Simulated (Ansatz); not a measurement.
The parent structure is Ag in the fcc (Cu type) structure (space group Fm-3m, No. 225; a = 4.1052 Å). Axes: x, y, z lie along the cube axes.

Calculations: r2SCAN, PAW, 500 eV (Ansatz, a first-principles code; scalar-relativistic without spin-orbit coupling).

Base values:

The pressure comes out as 0.0 GPa and the shortest interatomic distance is 2.903 Å.

Modification: the symmetric strain tensor [-0.0177 -0.0098 -0.0042; -0.0098 0.0203 0.0042; -0.0042 0.0042 -0.0158], atoms relaxed at fixed cell.

Q: Estimate the effect on the energy relative to the base, pressure and shortest interatomic distance.

A: The energy rises by 2.9 meV/atom; the pressure (mean of the normal stresses, compression positive) goes from zero to 1.5 GPa; the shortest interatomic distance decreases by 0.061 Å to 2.842 Å.

Without a gap, meshes like the base's 19×19×19 leave anisotropic stresses uncertain by several tenths of a GPa, and small strain energies with them. Whether these cells are dynamically stable was not tested.
